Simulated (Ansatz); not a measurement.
## NaCl: pressure series

Consider NaCl in the rock salt structure (space group Fm-3m, No. 225; a = 5.696 Å).

Cell and atoms are relaxed at each pressure.

Level of theory: Ansatz (an electronic-structure program) PBE, no spin-orbit coupling.

Candidates:
(a) pressure 1.5 GPa
(b) pressure −2 GPa
(c) pressure 0.7 GPa

For the base:

| Quantity | Value |
|---|---|
| Band gap | 5.00 eV |

Problem. Order them by band gap, highest first.

Solution. (a) pressure 1.5 GPa (5.21 eV), (c) pressure 0.7 GPa (5.10 eV), (b) pressure −2 GPa (4.62 eV)

Load acts through the strain it causes; cell and atoms are relaxed under it. No phonon test of stability was made.
